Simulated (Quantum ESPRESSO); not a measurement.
Pressure against volume in wurtzite GaN (space group 186) (Quantum ESPRESSO, PBE)

```yaml
crystal:
  lattice:
    - [3.13328, 0.00000, 0.00000]
    - [-1.56664, 2.71350, 0.00000]
    - [0.00000, 0.00000, 5.09772]
  atoms:
    - { symbol: Ga, position: [0.33333, 0.66667, 0.00000] }
    - { symbol: Ga, position: [0.66667, 0.33333, 0.50000] }
    - { symbol: N, position: [0.33333, 0.66667, 0.37700] }
    - { symbol: N, position: [0.66667, 0.33333, 0.87700] }
```

Computed with PBE, GBRV 1.5 ultrasoft (PBE) pseudopotentials (plane waves; Quantum ESPRESSO 7.5). Settings: ecutwfc = 65 Ry; ecutrho = 325 Ry; occupations = smearing; smearing = fd; degauss = 0.000734986 Ry; potentials = {Ga: ga_pbe_v1.4.uspp.F.UPF, N: n_pbe_v1.2.uspp.F.UPF}; K_POINTS = automatic 12 12 6 0 0 0; conv_thr = 1e-10 Ry; mixing_beta = 0.3. The cell above is the first row's. The rows scale it uniformly. In all rows fractional positions and the k mesh are held.

```
V (Å^3/atom)  P (GPa)
------------  -------
10.835              ?
11.071          11.98
11.306           7.48
11.542           3.42
11.778          -0.22
12.013          -3.48
12.249          -6.41
12.484          -9.03
12.720         -11.38
```

The 8 complete rows are fitted with a cubic, P against V. With u = V - 11.9, the rows have u = -0.8290, -0.5940, -0.3580, -0.1220, 0.1130, 0.3490, 0.5840, 0.8200. Least squares gives P = -1.960 - 13.8203·u + 3.2228·u² - 0.4662·u³. Residuals (row less fit): 0.003, -0.004, -0.002, 0.005, 0.001, 0.001, -0.005, 0.003; standard error 0.005 (degrees of freedom: 4). The fitted pressure is zero at V0 = 11.76, where dP/dV = -14.73, so B0 = -V0·dP/dV = 173 GPa.

Q: Predict the withheld P at V = 10.835 from the fit, and compare with the calculation.

A: u = -1.0650, so P = -1.960 - 13.8203 × (-1.0650) + 3.2228 × (-1.0650)² - 0.4662 × (-1.0650)³ = 16.977 GPa. The calculation gives 17.03 GPa, 0.053 GPa above the prediction (0.2 % of the range of P in the table). The row lies outside the fitted rows, so this is an extrapolation. From the scatter of the fitted rows alone, a prediction at this place has a standard error of 0.013 GPa, so the miss is 4.2 times that.

Carrying the step between the two nearest rows on in a straight line would have given 16.50, off by 0.53; series whose last step already gives the withheld value aren't shown. The scan was laid around a cell of about the measured size, scaled by a guess for this functional; axis ratios and inner coordinates come from that cell. The runs keep the symmetry of the cell, so they don't test it for distortions. The shape of the cell and the inner coordinates aren't relaxed, so V0 and B0 belong to this uniform scaling; a relaxed crystal lies no higher in energy and is usually softer. Cutoffs and mesh are single choices, not tested for convergence of this quantity. Series with a scatter that would blur these digits, or in which a gap closes, are not shown.

Terms beyond the fitted order, or numerical noise in single rows, can give a miss of this size; the table doesn't tell which.
